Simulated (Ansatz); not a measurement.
Consider Si in the diamond structure (space group Fd-3m, No. 227; a = 5.444 Å). Axes: x, y, z lie along the cube axes.

Now apply this change: biaxial strain −1.00 %, plane normal [001], relaxed out of plane (Cartesian); in-plane vectors clamped, the third vector and the atoms free.

The values are results of r2SCAN, PAW, 500 eV (Ansatz, a first-principles code; no spin-orbit coupling), not measurements.

Problem. Give the band edges at the high-symmetry points of the new zone, measured from its valence-band maximum.

Solution. 
```csv
point,valence edge (eV),conduction edge (eV)
Γ,0.00,2.68
X,-3.12,0.80
P,-4.10,4.40
N,-1.24,1.83
M,-2.98,0.95
S,-2.50,1.51
S₀,-2.50,1.51
R,-4.10,4.52
G,-4.10,4.52
```

The gap is 0.65 eV, indirect, Γ → Γ–X (87 % along).

No phonon test of stability was made. Labels are those of the standard path for the cell's own space group.
